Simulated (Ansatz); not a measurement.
The reference is BeS in the zinc blende structure (space group F-43m, No. 216; a = 4.838 Å). Axes: x, y, z lie along the cube axes.

It is then changed as follows: compressive biaxial strain of 0.41 % in the plane normal to [001], as in epitaxy on a mismatched substrate; the out-of-plane cell vector and the atoms relax.

Levels (all Ansatz, a program for electronic structure, PAW): PBEsol (420 eV, without spin-orbit coupling); r2SCAN (500 eV, without spin-orbit coupling); HSE06 (420 eV, scalar-relativistic without spin-orbit coupling).

At the geometry relaxed with PBEsol, these levels gave the following band gaps, in shuffled order: (a) 4.00 eV, (b) 2.86 eV, (c) 3.50 eV.

Task: Match each gap to its level.

Result: (a) HSE06; (b) PBEsol; (c) r2SCAN.

Single points use the geometry relaxed with PBEsol. The hybrid gap comes from the SCF mesh plus the semilocal run's edge points and a few special points and is an upper bound. Stability against distortions was not tested.
